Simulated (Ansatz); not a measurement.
Take Au in the hcp (Mg type) structure (space group P6_3/mmc, No. 194; a = 2.862 Å, c = 4.802 Å) as the base.

The change: every Au is replaced by Ag; the structure is relaxed again.

Levels (all Ansatz, a first-principles code, PAW): PBEsol (420 eV, no spin-orbit coupling); PBEsol+SOC (420 eV, with spin-orbit coupling).

The geometry is relaxed with PBEsol.

| Item | Value |
|---|---|
| PBEsol pressure | 0.0 GPa |

With PBEsol+SOC at the same geometry, the pressure goes from zero to -0.2 GPa.

Single points use the geometry relaxed with PBEsol. The spin-orbit shifts are approximate. No phonon test of stability was made. The base started in Cmcm and relaxed to P6_3/mmc at this level. This is not the structure that Ag has at room temperature and ambient pressure. This is not the structure that Au has at room temperature and ambient pressure.
